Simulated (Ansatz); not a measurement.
System: interstitial Cu in rock-salt TaC (neutral cell). Level of theory: PBE, PAW (plane waves to 420 eV; Ansatz, a program for electronic structure).

64-site cell at the relaxed PBE lattice, a 3×3×3 k-point mesh shifted by half a step, smearing 0.10 eV, spin-restricted, no finite-size correction. Static, classical nuclei. Spin-orbit coupling is left out. Sites that were not tried may lie lower.

Barriers: single points on a 4×4×4 k-point mesh shifted by half a step at the bands' geometries.

The step: several atoms move together, Cu the farthest; the atom moves 2.24 Å along (0.50, 0.00, 0.00) of the unit cell; the moving atom starts with neighbours 4 C at 1.96; 4 Ta at 2.29 Å and ends with 4 C at 1.96; 4 Ta at 2.29 Å.

### Question
What is the computed migration barrier of this step (PBE, PAW)?

### Answer
2.67 eV, the same both ways. At the saddle the moving atom has neighbours 2 C at 1.79; 2 Ta at 2.15 Å. The saddle point's order was not checked, and it lies on a symmetry element of the cell, where a band can be held.
